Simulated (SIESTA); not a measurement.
SIESTA 5.4.2, DFT, PBE, numerical atomic orbitals DZP, PseudoDojo PBE standard norm-conserving (rewritten from UPF to PSML): Ga2O3 (from the phase in space group 167, mp-1243) (O6Ga4), 10 atoms. Basis and mesh were picked for this test and aren't claimed converged.

```json
{
 "cell": "5.33, 5.33, 5.33 Å; 55.9, 55.9, 55.9°",
 "task": "scf",
 "k mesh": "4×4×4",
 "PAO.BasisSize": "DZP",
 "PAO.EnergyShift": "0.01 Ry",
 "MeshCutoff": "300 Ry",
 "ElectronicTemperature": "300 K",
 "MaxSCFIterations": "200",
 "SCF.DM.Tolerance": "0.0001",
 "Diag.ParallelOverK": "true",
 "SolutionMethod": "diagon (default)",
 "Diag.Algorithm": "Divide-and-Conquer (default)",
 "SCF.H.Tolerance": "0.001 eV (default)",
 "k-points": "44",
 "basis_orbitals": "150",
 "electrons": "88",
 "real_space_mesh": "48×48×48"
}
```

Settings of this run: SCF.Mixer.Method = linear, SCF.Mixer.Weight = 0.25, SCF.Mixer.History = 6, SCF.Mix = Hamiltonian, SCF.Mix.First = true, SCF.Mixer.Restart = 0; 2 ranks.

```
iteration   FreeEng (eV)     dDmax  dHmax (eV)
---------  -------------  --------  ----------
1          -11015.177043  1.483699    6.396547
2          -11022.240339  0.101535    3.053346
3          -11023.120665  0.052620    1.759509
4          -11023.252845  0.030440    1.090839
5          -11023.285303  0.019024    0.706522
6          -11023.297421  0.012413    0.468204
7          -11023.302752  0.008274    0.313738
8          -11023.305206  0.005568    0.211292
9          -11023.306349  0.003762    0.142582
10         -11023.306885  0.002544    0.096259
11         -11023.307136  0.001720    0.064962
12         -11023.307255  0.001161    0.043802
13         -11023.307311  0.000783    0.029499
14         -11023.307338  0.000527    0.019836
15         -11023.307350  0.000354    0.013314
16         -11023.307356  0.000237    0.008917
17         -11023.307359  0.000158    0.005957
18         -11023.307361  0.000105    0.003968
19         -11023.307361  0.000070    0.002634
20         -11023.307362  0.000046    0.001742
21         -11023.307362  0.000030    0.001146
22         -11023.307362  0.000020    0.000750
```

It converged after 22 SCF iterations.

Q: The cycle is slow. Which setting should be changed?

A: Several could match; the one computed here: SCF.Mixer.Method = Broyden (9 SCF iterations), all else kept. With more settings changed, the fewest of all runs of this system: SCF.Mixer.Method = Pulay, SCF.Mixer.Weight = 0.8, SCF.Mixer.Variant = stable (default) (7). The first change moves the result by: energy equal as printed, forces (largest component) 0.17 meV/Å, pressure under 0.001 GPa. Counts are of single runs.
